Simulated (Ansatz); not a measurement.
AlRu: strain tensor (xx, yy, zz, yz, xz, xy) = (−0.46, −2.35, +0.87, +0.05, +1.51, +1.18) %

Start from AlRu in the CsCl type structure (space group Pm-3m, No. 221; a = 2.9825 Å). Axes: x, y, z lie along the cube axes.

Modification: strain tensor (xx, yy, zz, yz, xz, xy) = (−0.46, −2.35, +0.87, +0.05, +1.51, +1.18) %, atoms relaxed at fixed cell.

All numbers come from Kohn–Sham DFT with the r2SCAN functional, run in Ansatz (an electronic-structure program) with PAW and 500 eV plane waves, spin-orbit coupling left out. k-mesh 16×16×16 (Γ-centred); smearing 0.05 eV (Fermi–Dirac).

The volume per atom falls by 0.264 Å³ to 13.00 Å³ and the space group goes from Pm-3m (No. 221) to P-1 (No. 2). The shortest interatomic distance drops by 0.117 bohr, from 4.881 bohr to 4.764 bohr and the energy grows by 17 meV/atom. The pressure (mean of the normal stresses, compression positive) goes from zero to 5.0 GPa and the band gap remains zero. The stress (xx, yy, zz, yz, xz, xy; compression positive) comes out as (4.5, 8.4, 2.0, 0.2, -4.4, -3.4) GPa (rough).

Final structure:

```
CELL_PARAMETERS angstrom
      2.96880     0.03504     0.04489
      0.03504     2.91243     0.00149
      0.04489     0.00149     3.00847
ATOMIC_POSITIONS crystal
  Al 0.00000 0.00000 0.00000
  Ru 0.50000 0.50000 0.50000
```

Without a gap, meshes like the base's 16×16×16 leave anisotropic stresses uncertain by several tenths of a GPa, and small strain energies with them. Stability against distortions was not tested. The final runs are not spin-polarised.
